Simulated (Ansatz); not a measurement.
# rock-salt CaO: the defect Er on the Ca site + O vacancy (Er_Ca+V_O)

Method: PBE, PAW (plane waves to 420 eV; Ansatz, a program for electronic structure). The supercell holds 64 host sites (2×2×2 repeats of a cell of 8 atoms), with a 2×2×2 shifted k-point sampling for the final energies. Sites at the start: the Ca site; O 2.42 Å away. Energies of charged states are corrected for periodic images (point charge plus alignment at distant sites). Dielectric constants: PBE linear response of the host. Host gap at this level: 3.66 eV. Finite-size and sampling errors can reach tenths of an eV here. The semilocal functional narrows the gap, so deep levels can fall outside it. Spin–orbit coupling is left out, and no Hubbard U is applied to the open shells. Each state is the lowest found from its start.

The name describes the start; the neighbours show where the atoms ended.

Charges with a result: +1, 0, −1. Others weren't obtained, and one of them could lie lower, also by skipping a charge.

```tsv
charge	moment (μB)	point group	largest move off a lattice site (Å)	neighbours of the last Er atom of the defect at the end (Å)	image correction with alignment (eV)
+1	3.0	C4v	0.10	O 2.27, O 2.35, O 2.35, O 2.36, O 2.36	0.23
0†	2.0	–	0.06	O 2.34, O 2.39, O 2.39, O 2.40, O 2.41	0.00
−1†	1.0	–	0.06	O 2.35, O 2.39, O 2.40, O 2.40, O 2.41	-0.03
```

† Not settled in this cell, so no level is given: charge 0: a level filled in part, carriers not clearly localised; charge −1: a level filled in part, carriers not clearly localised, level within 0.1 eV of a band edge or past it.

Point groups are those of the whole cell at tolerances of 0.03 and 0.1 Å ("near" where only the looser one holds); none is given for unsettled states.

Starting moments that weren't kept: charge −1 began with 3 μB and ended with 1.0.

No usable result was obtained for charge +2.

All states together cost roughly 11 core-hours.
